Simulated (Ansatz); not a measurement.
Defect migration in fcc Al: Sn-vacancy pair (Sn on one host Al site, one Al site vacant), neutral cell. The step: direct exchange of Sn with the vacancy (Sn-vacancy distance between ideal sites 2.86 Å throughout) (strongly reconstructed ends); the atom moves 2.26 Å along (0.00, 0.40, 0.40) of the unit cell; the moving atom starts with neighbours 4 Al at 2.85, 2 Al at 2.96, 4 Al at 3.05, Al at 3.17 Å and ends with 4 Al at 2.85, 2 Al at 2.96, 4 Al at 3.05, Al at 3.17 Å. DFT values are from Ansatz (plane-wave PAW, 420 eV unless said) in a cell of 32 host sites, spin-restricted, static, with no finite-size correction. Forms of the defect that were not tried may lie lower. For the PBE band: the saddle point's order was not checked, and it lies on a symmetry element of the cell, where a band can be held.

```
Level                                                                           Forward barrier (eV)  Cost of the band or of the saddle's single point
------------------------------------------------------------------------------  --------------------  ------------------------------------------------
PBE, a 3×3×3 k-point mesh shifted by half a step, band relaxed                                  0.27            about 16 core-minutes (a rough figure)
PBE, a 5×5×5 k-point mesh shifted by half a step, same geometries                               0.28                     very roughly 2.9 core-minutes
r2SCAN at 500 eV, a 3×3×3 k-point mesh shifted by half a step, same geometries                   ___                    around 80 core-seconds (rough)
```

Task: What belongs in the gaps?

Result: 
- r2SCAN at 500 eV, a 3×3×3 k-point mesh shifted by half a step, same geometries, Forward barrier (eV): 0.35

Ansatz is a program for electronic structure.
